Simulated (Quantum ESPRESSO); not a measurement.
Worked example: dielectric-response calculation of SiO2 (P4_2/mnm, 6 atoms in the cell) in Quantum ESPRESSO.

Computed with PBE, GBRV 1.5 ultrasoft (PBE) pseudopotentials (plane waves; Quantum ESPRESSO).

```xyz
6
Lattice="4.1925 0.0000 0.0000 0.0000 4.1925 0.0000 0.0000 0.0000 2.6780" Properties=species:S:1:pos:R:3 pbc="T T T"
Si     0.0000     0.0000     0.0000
Si     2.0963     2.0963     1.3390
O      1.2829     1.2829     0.0000
O      3.3792     0.8134     1.3390
O      0.8134     3.3792     1.3390
O      2.9096     2.9096     0.0000
```

Reference input (self-consistent single point, DFT, PBE, plane waves, GBRV 1.5 ultrasoft (PBE) pseudopotentials): ecutwfc = 40 Ry; ecutrho = 200 Ry; occupations = smearing; smearing = fermi-dirac; degauss = 0.00147 Ry; potentials = {Si: si_pbe_v1.uspp.F.UPF, O: o_pbe_v1.2.uspp.F.UPF}; K_POINTS = automatic 5 5 8 0 0 0; conv_thr = 1e-08 Ry; mixing_beta = 0.4. This run's input differs from it in these lines:

```diff
@@ -14,5 +14,4 @@
  ecutrho = 200,
- occupations = 'smearing',
- smearing = 'fermi-dirac',
- degauss = 0.00147,
+ occupations = 'fixed',
+ nbnd = 20,
 /
@@ -37,3 +36,3 @@
 K_POINTS automatic
-5 5 8  0 0 0
+14 14 22  0 0 0
```

Step 2 (ph.x):

```fortran
phonons at the zone centre
&inputph
 prefix = 'pwscf',
 outdir = './tmp',
 tr2_ph = 1.0d-14,
 trans = .false.,
 epsil = .true.,
 zeu = .true.,
/
0.0 0.0 0.0
```

Output (repeated stretches shortened):

Output of step 1:

```
     Self-consistent Calculation

     iteration #  1     ecut=    40.00 Ry     beta= 0.40

     total energy              =    -148.72294817 Ry
     estimated scf accuracy    <       1.14668444 Ry

     iteration #  2     ecut=    40.00 Ry     beta= 0.40

     total energy              =    -148.94819992 Ry
     estimated scf accuracy    <       0.02922308 Ry

     iteration #  3     ecut=    40.00 Ry     beta= 0.40

     total energy              =    -148.95143187 Ry
     estimated scf accuracy    <       0.01207103 Ry

   [... 4 blocks of this kind left out ...]

     iteration #  8     ecut=    40.00 Ry     beta= 0.40

     total energy              =    -148.95267858 Ry
     estimated scf accuracy    <       0.00000019 Ry

     iteration #  9     ecut=    40.00 Ry     beta= 0.40
     End of self-consistent calculation

     Number of k-points >= 100: set verbosity='high' to print the bands.

     highest occupied, lowest unoccupied level (ev):    10.3945   15.8683

!    total energy              =    -148.95267865 Ry
     estimated scf accuracy    <          2.1E-09 Ry

     convergence has been achieved in   9 iterations

     Forces acting on atoms (cartesian axes, Ry/au):

     atom    1 type  1   force =     0.00000000    0.00000000   -0.00000000
     atom    2 type  1   force =     0.00000000    0.00000000    0.00000000
     atom    3 type  2   force =    -0.00100210   -0.00100210    0.00000000
     atom    4 type  2   force =    -0.00100210    0.00100210    0.00000000
     atom    5 type  2   force =     0.00100210   -0.00100210    0.00000000
     atom    6 type  2   force =     0.00100210    0.00100210    0.00000000

     Total force =     0.002834     Total SCF correction =     0.000057

          total   stress  (Ry/bohr**3)                   (kbar)     P=       74.96
   0.00051047   0.00000000   0.00000000           75.09        0.00        0.00
   0.00000000   0.00051047   0.00000000            0.00       75.09        0.00
   0.00000000   0.00000000   0.00050772            0.00        0.00       74.69

   JOB DONE.
```

Output of step 2:

```
     Reading xml data from directory:

     ./tmp/pwscf.save/

     G-vector sticks info
     --------------------
     sticks:   dense  smooth     PW     G-vecs:    dense   smooth      PW
     Sum         997     793    253                15171    10821    1959

     Reading collected, re-writing distributed wavefunctions in ./tmp/

     Number and degeneracy of irreps per q-point
       N         xq(1)         xq(2)         xq(3)   N irreps
       1   0.000000000   0.000000000   0.000000000      13
        1   1   1   1   2   1   1   1   1   2   2   2   2

     Calculation of q =    0.0000000   0.0000000   0.0000000

     phonons at the zone centre

     bravais-lattice index     =            0
     lattice parameter (alat)  =       7.9228  a.u.
     unit-cell volume          =     317.6605 (a.u.)^3
     number of atoms/cell      =            6
     number of atomic types    =            2
     kinetic-energy cut-off    =      40.0000  Ry
     charge density cut-off    =     200.0000  Ry
     convergence threshold     =      1.0E-14
     beta                      =       0.7000
     number of iterations used =            4
     Exchange-correlation= PBE
   [... lines left out ...]

     Atomic displacements:
     There are   13 irreducible representations

     Representation     1      1 modes -  To be done

     Representation     2      1 modes -  To be done

     Representation     3      1 modes -  To be done

     Representation     4      1 modes -  To be done

     Representation     5      2 modes -  To be done

     Representation     6      1 modes -  To be done

     Representation     7      1 modes -  To be done

     Representation     8      1 modes -  To be done

     Representation     9      1 modes -  To be done

     Representation    10      2 modes -  To be done

     Representation    11      2 modes -  To be done

     Representation    12      2 modes -  To be done

     Representation    13      2 modes -  To be done
     Electric Fields Calculation

      iter #   1   av.it.:   5.0
      thresh= 1.000E-02 alpha_mix =  0.700 |ddv_scf|^2 =  4.617E-08

      iter #   2   av.it.:  10.6
      thresh= 2.149E-05 alpha_mix =  0.700 |ddv_scf|^2 =  2.120E-08

   [... 4 blocks of this kind left out ...]

      iter #   7   av.it.:  10.6
      thresh= 1.115E-08 alpha_mix =  0.700 |ddv_scf|^2 =  8.037E-17

     End of electric fields calculation
          Dielectric constant in cartesian axis

          (       3.381728151       0.000000000       0.000000000 )
          (       0.000000000       3.381728151       0.000000000 )
          (       0.000000000       0.000000000       3.564058659 )

          Effective charges (d Force / dE) in cartesian axis without acoustic sum rule applied (asr)

           atom    1  Si    Mean Z*:        3.92451
      Ex  (        3.83747        0.38548        0.00000 )
      Ey  (        0.38548        3.83747        0.00000 )
      Ez  (        0.00000        0.00000        4.09859 )
           atom    2  Si    Mean Z*:        3.92451
      Ex  (        3.83747       -0.38548        0.00000 )
      Ey  (       -0.38548        3.83747        0.00000 )
      Ez  (        0.00000        0.00000        4.09859 )
           atom    3  O     Mean Z*:       -1.96039
      Ex  (       -1.91684       -0.59577        0.00000 )
      Ey  (       -0.59577       -1.91684        0.00000 )
      Ez  (        0.00000        0.00000       -2.04749 )
           atom    4  O     Mean Z*:       -1.96039
      Ex  (       -1.91684        0.59577        0.00000 )
      Ey  (        0.59577       -1.91684        0.00000 )
      Ez  (       -0.00000        0.00000       -2.04749 )
   [... lines left out ...]
      E*x (       -1.91810       -0.59577        0.00000 )
      E*y (       -0.59577       -1.91810        0.00000 )
      E*z (        0.00000        0.00000       -2.04869 )
           atom    4  O     Mean Z*:       -1.96163
      E*x (       -1.91810        0.59577        0.00000 )
      E*y (        0.59577       -1.91810        0.00000 )
      E*z (       -0.00000       -0.00000       -2.04869 )
           atom    5  O     Mean Z*:       -1.96163
      E*x (       -1.91810        0.59577        0.00000 )
      E*y (        0.59577       -1.91810        0.00000 )
      E*z (        0.00000        0.00000       -2.04869 )
           atom    6  O     Mean Z*:       -1.96163
      E*x (       -1.91810       -0.59577        0.00000 )
      E*y (       -0.59577       -1.91810        0.00000 )
      E*z (       -0.00000       -0.00000       -2.04869 )
   JOB DONE.
```

The run converged in 9 iterations.  The full log also holds: “c_bands:  1 eigenvalues not converged”.

Summary of the result:
| Item | Result |
|---|---|
| Free energy E − TS | -2026.6044 eV |
| Top of the valence band (on the code's own zero) | 10.39 eV |
| Gap on the k-point mesh | 5.47 eV |
| Pressure | 7.50 GPa |
| Largest force (vector length) | 0.036 eV/Å |
| ε∞ at this k-point mesh, which may be far from converged in small-gap cells (xx, yy, zz) | 3.38, 3.38, 3.56 |
| Born charges at this mesh (mean of the diagonal, e) | Si 3.92, Si 3.92, O -1.96, O -1.96, O -1.96, O -1.96 |

The starting cell has typed, rounded lattice constants, without a prior relaxation at this level. Its lattice was rescaled by up to half a per cent. With a pressure of about 7 GPa the cell is away from its equilibrium volume at this level.
